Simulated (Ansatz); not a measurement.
## Hypothetical CsCl type MoP, pressure series

The reference is MoP in the CsCl type structure (space group Pm-3m, No. 221; a = 3.003 Å; a hypothetical phase, not in the database extracts checked).

Cell and atoms are relaxed at each pressure.

All numbers come from PBE in Ansatz (plane waves to 420 eV, PAW, scalar-relativistic without spin-orbit coupling).

| pressure (GPa) | volume per atom (Å³/atom) |
|---|---|
| 0 | 13.544 |
| 0.3 | 13.527 |
| 0.7 | 13.504 |
| 1.5 | 13.459 |
| 3 | ? |
| 5 | 13.271 |
| 7.5 | 13.144 |
| 10 | 13.024 |

Problem. Fit the third-order Birch–Murnaghan form P(V) = (3B₀/2)[(V₀/V)^(7/3) − (V₀/V)^(5/3)]·[1 + (3/4)(B₀′ − 4)((V₀/V)^(2/3) − 1)] (squares taken in P) to the rows shown and predict the withheld row.

Solution. Least squares on the printed values gives V₀ = 13.544 Å³/atom, B₀ = 235 GPa, B₀′ = 4.3; this predicts 13.377 Å³/atom, and the run gives 13.377 Å³/atom, in agreement.

Load acts through the strain it causes; cell and atoms are relaxed under it. Stability against distortions was not tested. No other phases were tried under pressure. All final runs are without spin polarisation. An odd electron count without spin: MoP.

Ansatz is a first-principles code.
